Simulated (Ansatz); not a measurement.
We consider Ni3Al (Fm-3m, No. 225, 4 atoms in the cell; start mp-672232; a measured phase of this formula has another space group), described by LDA (PAW; Ansatz, an electronic-structure program).

Run with plane-wave cutoff 520 eV, 18×18×18 k mesh, Fermi–Dirac smearing 0.05 eV, no spin polarisation, scalar-relativistic PAW data made under PBE.

Cell (relaxed at this level):

Space group Fm-3m (No. 225); a = b = c = 5.536 Å, α = β = γ = 90.00°

| atom | site | symmetry | x | y | z |
|---|---|---|---|---|---|
| Al | 4b | m-3m | 0.5000 | 0.5000 | 0.5000 |
| Ni | 8c | -43m | 0.2500 | 0.2500 | 0.2500 |
| Ni | 4a | m-3m | 0.0000 | 0.0000 | 0.0000 |
(The calculation used a cell of 4 atoms; values per cell refer to that cell.)

Question: Estimate the bulk modulus that the calculation returns.

Answer: 
* **bulk modulus**: 219 GPa

Note: the run has no spin polarisation, so it can have missed a magnetic state; the bulk modulus is −V dP/dV from two relaxed cells at ±2 % in volume; the relaxation could not lower the start's symmetry, so the cell can be a saddle point above a distorted one.

Computed values are for the static lattice.

The result took about 70 core-seconds (a rough figure).

A start named mp-… is a Materials Project structure, which need not be a measured phase.
